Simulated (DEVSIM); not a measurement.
Structure: abrupt GaAs p-n junction, at 300 K.

Layer 1 from the left is GaAs, thickness (μm) 4.00, Na (cm⁻³) 2.2e15, τn (s) 6e-8, τp (s) 6e-8. Layer 2 from the left is GaAs, thickness (μm) 8.40, Nd (cm⁻³) 1.4e14, τn (s) 6e-8, τp (s) 6e-8.

Left contact: ohmic. Right contact: ohmic. Voltage is applied to the left contact. Recombination: SRH at mid-gap, radiative, Auger. Mobility is μmin + (μ − μmin)/(1 + (N/Nref)^α).

This is a model device: material constants are rounded textbook-type values typed into the input, and sizes, dopings and lifetimes were drawn at random. Values at 300 K.

GaAs: gap (eV) 1.424, affinity (eV) 4.07, permittivity 12.9, Nc (cm⁻³) 4.7e17, Nv (cm⁻³) 9e18, μn (cm²/Vs) 8500, μp (cm²/Vs) 400, μn,min 500, μp,min 20, Nref,n 6e16, Nref,p 1.5e17, αn 0.39, αp 0.38, B (cm³/s) 2e-10, Cn (cm⁶/s) 1e-30, Cp (cm⁶/s) 1e-30.

### Question
Estimate by hand the built-in potential, the peak field at zero bias, the capacitance at -0.6 V, and compare with a numerical solution.

### Answer

- Built-in potential: ni = √(Nc Nv) exp(−Eg/2kT) = 2250000 cm⁻³ with Eg = 1.424 eV; Vbi = kT/q ln(Na Nd/ni²) = 0.999 V; numerical 0.999 V.
- Peak field at zero bias: depletion approximation: W = √(2εVbi/(qN)) = 3.29 μm with N = 1.32e14 cm⁻³; field = 2Vbi/W = 6070 V/cm; numerical 5970 V/cm (estimate above by 1.7 %).
- Capacitance at -0.6 V: C = √(qεN / 2(Vbi + |V|)) = 2.74 nF/cm²; numerical 2.79 nF/cm² (estimate below by 1.6 %).

Model (solved in DEVSIM): 1D drift-diffusion, Boltzmann statistics, complete ionisation; no tunnelling, impact ionisation, image-force lowering or self-heating.
